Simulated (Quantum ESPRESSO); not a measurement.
# Habitual settings against a tight run: TaV₂ (Fd-3m, 6 atoms in the cell)

Self-consistent single point.

```yaml
crystal:
  lattice:
    - [0.00000, 3.56882, 3.56882]
    - [3.56882, 0.00000, 3.56882]
    - [3.56882, 3.56882, 0.00000]
  atoms:
    - { symbol: Ta, position: [0.50000, 0.50000, 0.50000] }
    - { symbol: Ta, position: [0.75000, 0.75000, 0.75000] }
    - { symbol: V, position: [0.12500, 0.12500, 0.62500], spin: 2.0 }
    - { symbol: V, position: [0.12500, 0.62500, 0.12500], spin: 2.0 }
    - { symbol: V, position: [0.12500, 0.12500, 0.12500], spin: 2.0 }
    - { symbol: V, position: [0.62500, 0.12500, 0.12500], spin: 2.0 }
```
(The spins are starting values, not results.)

Level of theory: PBEsol, SSSP 1.1.2 efficiency (PBE) pseudopotentials (plane waves; Quantum ESPRESSO 7.5).

Base settings: ecutwfc = 50 Ry; ecutrho = 400 Ry; occupations = smearing; smearing = fermi-dirac; degauss = 0.0073499 Ry; nspin = 2; input_dft = pbesol; potentials = {Ta: Ta_pbe_v1.uspp.F.UPF, V: v_pbe_v1.4.uspp.F.UPF}; K_POINTS = automatic 7 7 7 0 0 0; conv_thr = 1e-10 Ry; mixing_beta = 0.4.

Tight run (finer mesh or higher cutoff; not a proven limit): ecutwfc: 50 Ry → 70 Ry; ecutrho: 400 Ry → 560 Ry; conv_thr: 1e-10 Ry → 7.3e-11 Ry; K_POINTS: automatic 7 7 7 0 0 0 → automatic 10 10 10 0 0 0. It gave Fermi level (on the code's own zero) 16.90 eV; pressure -6.95 GPa; size of the cell's spin moment 0.00 μB.

Quick runs, as changes from the base:
- A: the base itself
- B: ecutwfc: 50 Ry → 25 Ry; ecutrho: 400 Ry → 200 Ry; conv_thr: 1e-10 Ry → 7.3e-06 Ry; K_POINTS: automatic 7 7 7 0 0 0 → automatic 4 4 4 1 1 1
- C: ecutwfc: 50 Ry → 40 Ry; ecutrho: 400 Ry → 320 Ry; K_POINTS: automatic 7 7 7 0 0 0 → automatic 2 2 2 0 0 0

Energies are extrapolated to zero smearing width, which holds to low order in the width alone (under cold and Methfessel-Paxton smearing the free energy itself is taken).

Dashes: pressure of B, not trusted under this conv_thr with d or f elements.

The count of work is k-points × plane waves × bands × iterations; it is no time. Core times come from one kind of shared machine and are given to one figure; runs under 30 s give none.

The starting cell comes from a database of computed structures (which also holds hypothetical and non-ambient phases and stackings), without a prior relaxation at this level. Its lattice was rescaled by a random factor within 2.5 % of one. The starting moments vanished: the run ended non-magnetic, which need not be the lowest state. In the base run, with a pressure of about -7 GPa the cell is away from its equilibrium volume at this level.

| run | energy less tight (meV/atom) | pressure less tight (GPa) | count of work / tight | core time / tight (rough) |
|---|---|---|---|---|
| A | 2.6 | -0.07 | 0.27 | 0.4 |
| B | 703.1 | – | 0.028 | 0.05 |
| C | 38.5 | -0.63 | 0.035 | 0.1 |

Among the runs at the tight run's level, the energy misses run from 2.6 to 703.1 meV/atom.

Left out of this page: 3 runs of the series outside the window shown, repeating another row's setting, or not comparable.
